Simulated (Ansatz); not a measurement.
Base system: CeO$_{2}$ in the CdI2 type structure (space group P-3m1, No. 164; a hypothetical phase, not in the database extracts checked).

```
CeO2
1.0
    3.59394     0.00000     0.00000
   -1.79697     3.11244     0.00000
    0.00000     0.00000     4.41041
Ce O
1 2
Direct
  0.00000   0.00000   0.00000
  0.33333   0.66667   0.20466
  0.66667   0.33333   0.79534
```

Calculations: r2SCAN+rVV10 (Ansatz, a first-principles code), without spin-orbit coupling.

Free-standing slabs (3 atom(s) a layer) normal to the stacking axis with 15 Å of vacuum; in-plane cell relaxed.

One change was made to it. Results:

The excess energy per area of both faces (slab less bulk energy over the cell's area: twice a surface energy) comes out as 0.28 J/m²; the band gap goes up by 0.06 eV (2.52 eV → 2.58 eV); the gap character comes out as indirect, k = (0, 0.364, 0) in the run's primitive reciprocal basis → Γ; the smallest direct gap rises by 0.06 eV, from 2.67 eV to 2.73 eV.

Problem. Which change produced these results?
A. 2 layers
B. 4 layers
C. 1 layer

Solution. B, 4 layers. For comparison, the band gap in the other runs: 2 layers gives 2.67 eV; 1 layer gives 2.77 eV.

Slab and bulk use different k-meshes, which limits the precision of the excess energy. Whether these cells are dynamically stable was not tested. Seeded moments were not kept for the base. All final runs are without spin polarisation.
